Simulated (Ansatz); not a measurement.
The parent structure is AlRu in the CsCl type structure (space group Pm-3m, No. 221; a = 3.0037 Å).

All numbers come from PBE (Ansatz, an electronic-structure program, PAW, no SOC).

Before the change:

```
Quantity               Value
-------------------  -------
Lattice parameter a  3.004 Å
```

Modification: a hydrostatic pressure of 3 GPa.

Problem. What does the calculation give for the lattice parameter a after the change?

Solution. The lattice parameter a drops by 0.0142 Å to 2.989 Å.

Load acts through the strain it causes; cell and atoms are relaxed under it. Whether these cells are dynamically stable was not tested. The final runs are not spin-polarised.
